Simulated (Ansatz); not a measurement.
**Response to strain in WC**

Base system: WC (space group P-6m2, No. 187; relaxed with 0.1 eV smearing).

```
CELL_PARAMETERS angstrom
      2.91268     0.00000     0.00000
     -1.45634     2.52245     0.00000
      0.00000     0.00000     2.83536
ATOMIC_POSITIONS crystal
  W  0.00000 0.00000 0.00000
  C  0.33333 0.66667 0.50000
```

Strains are applied to the cell and any free atomic positions relax.

Method: Ansatz (a quantum-chemistry and plane-wave program) r2SCAN, no spin-orbit coupling.

Notes on the quantities. pressure: mean of the normal stresses, compression positive.

```
isotropic strain (%)  pressure (GPa)
--------------------  --------------
0                                0.0
0.5                             -5.9
1                              -11.3
1.5                            -16.5
2                                  ?
2.5                            -25.6
3                              -29.7
```

Task: Fit P = P₀ − Bδ + Cδ² with δ = (1 + ε)³ − 1 to the rows shown and predict the withheld row.

Result: Least squares on the printed values gives P₀ = 0.0 GPa, B = 399 GPa (at held cell shape), C = 856 GPa (largest residual 0.1 GPa); this predicts -21.2 GPa, and the run gives -21.2 GPa, in agreement.

No phonon test of stability was made. All final runs are without spin polarisation.
